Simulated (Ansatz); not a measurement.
The parent structure is MgO in the rock salt structure (space group Fm-3m, No. 225).

```xyz
2
Lattice="0.0000 2.1022 2.1022 2.1022 0.0000 2.1022 2.1022 2.1022 0.0000" Properties=species:S:1:pos:R:3 pbc="T T T"
Mg     0.0000     0.0000     0.0000
O      2.1022     2.1022     2.1022
```

Cartesian axes are those of the cell as printed.

Level of theory: r2SCAN, PAW, 500 eV (Ansatz, a first-principles code; spin-orbit coupling left out).

The change: the cell is compressed by 1.00 % along z with no lateral relaxation, atoms relaxed at fixed cell.

### Question
Predict the stress tensor and what it implies for the stiffness.

### Answer
Stress of the strained cell less that of the base (GPa, compression positive):
```
   0.97    0.00    0.00
   0.00    0.97    0.00
   0.00    0.00    3.31
```

Then −Δσ_ii/ε with ε = -0.0100 gives relaxed-ion elastic constants: C33 ≈ 331 GPa, C13 ≈ 97 GPa and C23 ≈ 97 GPa.

Stability against distortions was not tested.
